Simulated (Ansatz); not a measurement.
N on the 1x1 (111) surface of fcc Rh, one in a 2x1 cell, energies for each (12.7 Å²). Energies are against ½ N2(g), without zero-point or thermal terms; each row is named by its start.

Computed with PBE (plane waves to 420 eV, PAW; Ansatz, a quantum-chemistry and plane-wave program).

Question: Which site binds most strongly?
A. hollow Rh-Rh-Rh over Rh at depth 2.2 Å
B. hollow Rh-Rh-Rh over Rh at depth 4.4 Å

Answer: A, hollow Rh-Rh-Rh over Rh at depth 2.2 Å. Adsorption energies: hollow Rh-Rh-Rh over Rh at depth 2.2 Å 0.20 eV; hollow Rh-Rh-Rh over Rh at depth 4.4 Å 0.28 eV.
